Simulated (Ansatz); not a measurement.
Candidate structures of GaP, relaxed level by level: GaP (F-43m, No. 216, 2 atoms in the cell; start mp-971648); GaP (P6₃mc, No. 186, 4 atoms in the cell; start mp-8882; a measured phase of this formula has another space group); GaP (model structure, started from the BN type, Pm-3n, No. 223, 12 atoms in the cell); GaP (model structure, started from the BeO type, P4₂/mnm, No. 136, 8 atoms in the cell); GaP (model structure, started from the CsCl type, Pm-3m, No. 221, 2 atoms in the cell). Levels: r²SCAN in Ansatz (PAW).

Rank the structures in energy at 0 K, level by level.

Lowest: r²SCAN, GaP (F-43m, No. 216, 2 atoms in the cell; start mp-971648) (within 10 meV/atom of GaP (P6₃mc, No. 186, 4 atoms in the cell; start mp-8882; a measured phase of this formula has another space group), too close to call). Energies above the lowest of these candidates, meV/atom:

```tsv
structure	r²SCAN
GaP (F-43m, No. 216, 2 atoms in the cell; start mp-971648)	0
GaP (P6₃mc, No. 186, 4 atoms in the cell; start mp-8882; a measured phase of this formula has another space group)	10
GaP (model structure, started from the BeO type, P4₂/mnm, No. 136, 8 atoms in the cell)	91
GaP (model structure, started from the BN type, Pm-3n, No. 223, 12 atoms in the cell)	221
GaP (model structure, started from the CsCl type, Pm-3m, No. 221, 2 atoms in the cell)	985
```

Static-lattice energies; unlike cells have unlike k meshes, which leaves some meV/atom of uncertainty, and other structures than these can lie lower.

Note: the relaxation could not lower the start's symmetry, so the cell can be a saddle point above a distorted one.

A model structure was made by putting elements into a prototype or built by hand; it is no filed structure, need not be a known phase, and can be a saddle point held by its symmetry.

A start named mp-… is a Materials Project structure, which need not be a measured phase.

Ansatz is a quantum-chemistry and plane-wave program.
